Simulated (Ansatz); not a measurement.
Input and output of a self-consistent single point for CsCaH3 (P4mm, 5 atoms in the cell) (Ansatz, a quantum-chemistry and plane-wave program).

Level of theory: LDA (PW92), default PAW files made with PBE (plane waves; Ansatz).

The change in words: 1 x 1 x 1 supercell, one Ca atom moved by 0.02 angstrom along z; scf.occupations.method: fixed → fermi_dirac; scf.occupations.width: default → 0.05 eV. Reference geometry:
```xyz
5
Lattice="4.5981 0.0000 0.0000 0.0000 4.5981 0.0000 0.0000 0.0000 4.5981" Properties=species:S:1:pos:R:3 pbc="T T T"
Cs     0.0000     0.0000     0.0000
Ca     2.2990     2.2990     2.2990
H      2.2990     0.0000     2.2990
H      0.0000     2.2990     2.2990
H      2.2990     2.2990     0.0000
```

Reference input (self-consistent single point, DFT, LDA (PW92), plane waves, default PAW files made with PBE): basis.ecutwfc = 420 eV; kpoints.mp_grid.grid = 6 6 6; hamiltonian.xc = lda; hamiltonian.pseudopotentials = {kind: paw} (the program's default PAW files); scf.occupations.method = fixed. This run's input differs from it in these lines:

Ansatz 0.2 input:
```diff
@@ -8,3 +8,3 @@
     - { symbol: Cs, position: [0.00000000, 0.00000000, 0.00000000] }
-    - { symbol: Ca, position: [0.50000000, 0.50000000, 0.50000000] }
+    - { symbol: Ca, position: [0.50000000, 0.50000000, 0.50435000] }
     - { symbol: H, position: [0.50000000, 0.00000000, 0.50000000] }
@@ -20,3 +20,3 @@
 scf:
-  occupations: { method: fixed }
+  occupations: { method: fermi_dirac, width: 0.05 eV }
 output:
```

The program printed (abridged):

```
SCF iter   1: F=—  HF=-7326.596999 eV  |F-HF|=—  |Δ(HF+E_count)|=         —  Δρ=1.02e-2  dr2=9.15e-2  ethr=1.77e-3  ⟨swp⟩=7.7  Hψ=4201  notcnv=0
all-band conjugate gradients solve this SCF's bands
preconditioner: auto → Resta (q_TF=auto, 2.130 Å⁻¹)
SCF iter   2: F=—  HF=-7326.569374 eV  |F-HF|=—  |Δ(HF+E_count)|=   2.76e-2  Δρ=4.31e-3  dr2=1.72e-2  ethr=4.16e-4  ⟨swp⟩=1.4  Hψ=986  notcnv=0  defer=2
SCF iter   3: F=—  HF=-7326.563610 eV  |F-HF|=—  |Δ(HF+E_count)|=   5.76e-3  Δρ=4.76e-4  dr2=1.44e-4  ethr=7.82e-5  ⟨swp⟩=2.0  Hψ=726  notcnv=0  defer=25
SCF iter   4: F=—  HF=-7326.563573 eV  |F-HF|=—  |Δ(HF+E_count)|=   3.69e-5  Δρ=1.14e-4  dr2=7.37e-6  ethr=6.55e-7  ⟨swp⟩=2.8  Hψ=967  notcnv=0  defer=25
SCF iter   5: F=—  HF=-7326.563576 eV  |F-HF|=—  |Δ(HF+E_count)|=   2.71e-6  Δρ=3.05e-5  dr2=4.42e-7  ethr=3.35e-8  ⟨swp⟩=2.1  Hψ=948  notcnv=0  defer=25
SCF iter   6: F=-7326.563576 eV  HF=-7326.563576 eV  |F-HF|=2.13e-9  |Δ(HF+E_count)|=   2.14e-7  Δρ=1.84e-6  dr2=2.34e-9  ethr=4.55e-10  ⟨swp⟩=8.2  Hψ=3271  notcnv=0
SCF 1 converged in 6 iterations: F = -7326.563576 eV  dr2 = 2.34e-9
Free energy (F): -7326.563576 eV
Internal energy: -7326.563576 eV  (E = F + TS)
E sigma→0 (E₀):  -7326.563576 eV
Fermi energy:    4.331825 eV
--- Forces (eV/Å), atoms counted from 1 ---
  atom   1  Cs    -0.00000000     0.00000000     0.01674612
  atom   2  Ca     0.00000000     0.00000000    -0.08697007
  atom   3  H      0.00000000     0.00000000     0.00883112
  atom   4  H     -0.00000000     0.00000000     0.00883112
  atom   5  H      0.00000000     0.00000000     0.05256364
--- Stress (GPa, compression-positive) ---
       -2.067381       0.000000       0.000000
        0.000000      -2.067381       0.000000
        0.000000       0.000000      -2.057571
  P = ⅓ Tr σ = -2.0641 GPa (-20.641 kbar)
  The stress holds the Pulay correction. Without it, at fixed plane waves, as pw.x and ABINIT print it: P = -2.1136 GPa
```

The run converged in 6 iterations. Against the reference run the free energy stays essentially unchanged (within 1 meV/atom), the pressure hardly changes (-2.07 to -2.06 GPa), the largest force goes from 0.000 to 0.087 eV/Å and the gap on the mesh stays at 2.792 eV.

The starting cell comes from a database of computed structures (which also holds hypothetical and non-ambient phases and stackings), without a prior relaxation at this level. Its lattice was rescaled by up to half a per cent. For this run, on top of that: 1 x 1 x 1 supercell, one Ca atom moved by 0.02 angstrom along z. Ansatz's pressure includes its estimate of the finite-basis (Pulay) stress.
